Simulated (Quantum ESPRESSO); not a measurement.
# Refining one setting for YAl₃O₆ (C2/c, 20 atoms in the cell)

```xyz
20
Lattice="5.5623 -4.6117 0.0000 5.5623 4.6117 0.0000 -2.9192 0.0000 5.0688" Properties=species:S:1:pos:R:3 pbc="T T T"
Y      3.3729    -2.2030     3.8016
Y      4.8325     2.2030     1.2672
Al     7.2665    -0.6863     1.2423
Al     0.9388     0.6863     3.8265
Al     2.3984    -0.6863     1.2921
Al     5.8069     0.6863     3.7766
Al     3.3729     3.0137     3.8016
Al     4.8325    -3.0137     1.2672
O      6.2586     0.5189     2.0479
O      1.9468    -0.5189     3.0209
O      3.4064     0.5189     0.4865
O      4.7990    -0.5189     4.5823
O      1.9188     2.1069     4.0973
O      6.2866    -2.1069     0.9714
O      4.8270     2.1069     3.5058
O      3.3784    -2.1069     1.5630
O      6.4713     3.6006     0.4078
O      1.7340    -3.6006     4.6609
O      3.1936     3.6006     2.1266
O      5.0117    -3.6006     2.9422
```

Method: PBEsol, PseudoDojo standard norm-conserving (PBESOL) pseudopotentials (plane waves; Quantum ESPRESSO).

The starting cell comes from a database of computed structures (which also holds hypothetical and non-ambient phases and stackings), without a prior relaxation at this level. Its lattice was rescaled by a random factor within 2.5 % of one.

Held fixed: ecutwfc = 85 Ry; occupations = smearing; smearing = fermi-dirac; degauss = 0.000734986 Ry; potentials = {Y: Y.upf, Al: Al.upf, O: O.upf}; K_POINTS = automatic 3 3 4 0 0 0; conv_thr = 1e-09 Ry.

ΔF is the free energy per atom less that of the last row (510 Ry).

The series runs over ecutrho = 170 Ry; 255 Ry; 340 Ry; 425 Ry; 510 Ry.

Q: From which setting on does the pressure stay within 0.2 GPa of the last one?

A: From ecutrho = 255 Ry on; the one before it is off by 4.1 GPa. The value it settles on is -0.8 GPa at this level of theory and with the other settings as held.

Q: From which setting on does the gap on the mesh stay within 0.01 eV of the last one?

A: From ecutrho = 255 Ry on; the one before it is off by 0.092 eV. The value it settles on is 4.120 eV at this level of theory and with the other settings as held.

```csv
ecutrho,ΔF (meV/atom),pressure (GPa),largest force (eV/Å),gap on the mesh (eV)
170 Ry,-50.4,3.28,0.248,4.213
255 Ry,-0.29,-0.73,0.199,4.122
340 Ry,0.00,-0.78,0.199,4.120
425 Ry,0.00,-0.78,0.199,4.120
510 Ry,0.00,-0.78,0.199,4.120
```

Gaps are taken between levels on the mesh.
